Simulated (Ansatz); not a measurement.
How the TO(Γ) frequency of CsCl-type CoAl moves with the method

No measured value is used here.

| level (code) | value (cm⁻¹) | cell (Å³/atom) |
|---|---|---|
| LDA (Ansatz) | 346 | 10.90 |
| PBE (Ansatz) | 326 | 11.60 |
| PBEsol (Ansatz) | … | 11.25 |
| PBE-D3(BJ) (Ansatz) | 347 | 11.20 |
| r²SCAN (Ansatz) | 348 | 11.25 |

**Question.** Some entries are withheld; supply them.

**Answer.** 
- PBEsol (Ansatz, a first-principles code), value (cm⁻¹): 340

The crystal itself was run without spin with LDA, PBE, PBEsol, PBE-D3(BJ), r²SCAN; a magnetic state was not tried in these runs. PBE-D3(BJ): the dispersion coefficients are held fixed in the derivatives. Each level is taken at its own relaxed cell. Cutoffs differ between the levels. Ansatz's density-functional and Hartree–Fock values are scalar-relativistic unless marked +SOC, with PAW data made under PBE.
